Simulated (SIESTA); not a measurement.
Band structure of SiGe (P6_3mc, 4 atoms in the cell).

```
SiGe
1.0
    3.90445     0.00000     0.00000
   -1.95223     3.38135     0.00000
    0.00000     0.00000     6.45078
Si Ge
2 2
Direct
  0.66667   0.33333   0.87461
  0.33333   0.66667   0.37461
  0.66667   0.33333   0.50039
  0.33333   0.66667   0.00039
```

Level of theory: GGA PBEsol, numerical atomic orbitals DZP, PseudoDojo PBEsol standard norm-conserving potentials (rewritten from UPF to PSML) run with SIESTA.

Settings: XC.functional = GGA; XC.authors = PBEsol; potentials = PseudoDojo PBEsol standard; PAO.BasisSize = DZP; PAO.EnergyShift = 0.005 Ry; MeshCutoff = 300 Ry; kgrid.MonkhorstPack = 10 10 5; OccupationFunction = FD; ElectronicTemperature = 0.02 eV; MaxSCFIterations = 150; SCF.Mixer.Method = Pulay; SCF.Mixer.Weight = 0.1; SCF.Mixer.History = 8; SCF.DM.Tolerance = 1.0E-04.

The starting cell comes from a database of computed structures (which also holds hypothetical and non-ambient phases and stackings), without a prior relaxation at this level. Values carry the incompleteness of an atom-centred basis.

### Question
Predict the gap along the standard path and the places of the band edges.

### Answer
The gap along the path is 0.47 eV, direct at Γ to within 0.01 eV. Another conduction valley lies within 0.1 eV, so the order of the valleys is not sure.

Levels in eV from the top of the valence band on the path, bands 15 to 19:
| point | 15 | 16 | 17 | 18 | 19 |
|---|---|---|---|---|---|
| Γ | -1.59 | -0.27 | 0.00 | 0.00 | 0.47 |
| M | -4.79 | -3.21 | -3.01 | -1.55 | 0.50 |
| K | -5.27 | -3.66 | -3.66 | -3.41 | 1.14 |
| A | -0.96 | -0.96 | -0.96 | -0.96 | 1.27 |
| L | -2.62 | -2.62 | -2.55 | -2.55 | 0.74 |
| H | -4.55 | -4.55 | -2.13 | -2.13 | 1.45 |

Higher empty bands are left out: an atom-centred basis made for the valence describes them poorly.
